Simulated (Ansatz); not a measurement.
Band structure of CsI (Pm-3m, 2 atoms in the cell).

```
CELL_PARAMETERS angstrom
      4.57000     0.00000     0.00000
      0.00000     4.57000     0.00000
      0.00000     0.00000     4.57000
ATOMIC_POSITIONS crystal
  Cs 0.00000 0.00000 0.00000
  I  0.50000 0.50000 0.50000
```

Method: PBE (plane waves, PAW; Ansatz, a program for electronic structure).

Settings: basis.ecutwfc = 420 eV; kpoints.mp_grid.grid = 4 4 4; hamiltonian.xc = pbe; hamiltonian.pseudopotentials = {kind: paw} (the program's default PAW files); scf.occupations.method = fermi_dirac; scf.occupations.width = 0.01 eV; kpoints.band_path.npoints = 8.

The starting cell has typed, rounded lattice constants, without a prior relaxation at this level. Spin-orbit coupling is off.

Task: Predict the gap along the standard path and the places of the band edges.

Result: The gap along the path is 3.88 eV, from M to Γ; the smallest direct gap on it is 3.97 eV.

Levels in eV from the top of the valence band on the path, bands 10 to 16:
```json
[
 {"point": "Γ", "10": "-7.08", "11": "-0.09", "12": "-0.09", "13": "-0.09", "14": "3.88", "15": "4.20", "16": "4.20"},
 {"point": "X", "10": "-7.02", "11": "-1.55", "12": "-0.24", "13": "-0.24", "14": "5.21", "15": "6.49", "16": "6.73"},
 {"point": "M", "10": "-6.98", "11": "-0.85", "12": "-0.85", "13": "0.00", "14": "4.26", "15": "4.93", "16": "6.11"},
 {"point": "R", "10": "-7.33", "11": "-1.29", "12": "-1.29", "13": "-1.29", "14": "7.18", "15": "7.18", "16": "7.18"}
]
```

Keys are those of Ansatz 0.2.
